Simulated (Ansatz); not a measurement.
The reference is SiC in the wurtzite structure (space group P6_3mc, No. 186).

```yaml
crystal:
  lattice:
    - [3.09195, 0.00000, 0.00000]
    - [-1.54598, 2.67771, 0.00000]
    - [0.00000, 0.00000, 5.07427]
  atoms:
    - { symbol: Si, position: [0.33333, 0.66667, 0.99958] }
    - { symbol: Si, position: [0.66667, 0.33333, 0.49958] }
    - { symbol: C, position: [0.33333, 0.66667, 0.37542] }
    - { symbol: C, position: [0.66667, 0.33333, 0.87542] }
```

All numbers come from Kohn–Sham DFT with the PBE functional, run in Ansatz (a program for electronic structure) with PAW and 420 eV plane waves, spin-orbit coupling left out.

Strains are applied to the cell and any free atomic positions relax.

One change was made to it. Results:

```tsv
quantity	base	after
valence-band top at Γ (three highest levels, from the VBM)	0.00, 0.00, -0.11 eV	0.00, 0.00, -0.11 eV
electron mass	0.27 mₑ along c, 0.44 mₑ across (at K)	0.27 mₑ along c, 0.45 mₑ across (at K)
width of the top valence band	3.84 eV	3.73 eV
band gap	2.31 eV	2.37 eV
pressure (mean of the normal stresses, compression positive)	0.00 GPa	-7.11 GPa
```

Question: Which change produced these results?
A) isotropic strain +1.80 %
B) isotropic strain +1.20 %
C) isotropic strain +2.40 %
D) isotropic strain +0.60 %

Answer: B, isotropic strain +1.20 %. For comparison, the pressure in the other runs: isotropic strain +0.60 % gives -3.70 GPa; isotropic strain +1.80 % gives -10.27 GPa; isotropic strain +2.40 % gives -13.18 GPa.

Masses are band curvatures over ±0.01 Å⁻¹ around the edge. No phonon test of stability was made.
